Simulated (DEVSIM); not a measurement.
Structure: Schottky contact on p-type Ge, at 350 K.

| layer (left to right) | material | thickness (μm) | Na (cm⁻³) | τn (s) | τp (s) |
|---|---|---|---|---|---|
| 1 | Ge | 0.640 | 4.4e16 | 0.00075 | 0.00075 |

Left contact: Schottky, work function 4.194 eV, emission velocity 8.8e6 cm/s. Right contact: ohmic. Voltage is applied to the left contact. Recombination: SRH at mid-gap, radiative. Mobility is μmin + (μ − μmin)/(1 + (N/Nref)^α).

The device is made up for the run: typed textbook-type constants, with dimensions and the other settings drawn at random. Values at 300 K; Nc and Nv go as T^1.5, mobilities as T to minus their exponent, the gap by Varshni's rule with the affinity fixed.

```
parameter               Ge
----------------  --------
gap (eV)             0.664
affinity (eV)            4
permittivity            16
Nc (cm⁻³)          1.04e19
Nv (cm⁻³)             6e18
μn (cm²/Vs)           3900
μp (cm²/Vs)           1900
μn,min                 150
μp,min                 100
Nref,n              2.6e17
Nref,p                4e17
αn                    0.56
αp                     0.6
T exponent of μn      1.66
T exponent of μp      2.33
B (cm³/s)          6.4e-14
Varshni α (eV/K)  0.000477
Varshni β (K)          235
```

Simulated with DEVSIM: 1D drift-diffusion, Boltzmann statistics, complete ionisation; no tunnelling, impact ionisation, image-force lowering or self-heating. Metal contacts follow the ideal Schottky-Mott rule: no Fermi-level pinning, no interface dipoles.

The temperature was swept, all else fixed.

| temperature (K) | largest field in the device at zero bias (V/cm) | potential step across the device at zero bias (V) |
|---|---|---|
| 250 | 60000 | 0.389 |
| 300 | 56000 | 0.343 |
| 350 | 52000 | 0.295 |
| 400 | 50000 | 0.246 |
| 450 | 51000 | 0.196 |
| 500 | 56000 | 0.150 |

From the first row to the last the largest field in the device at zero bias goes from 60000 to 56000. From the first row to the last the potential step across the device at zero bias goes from 0.389 to 0.150.
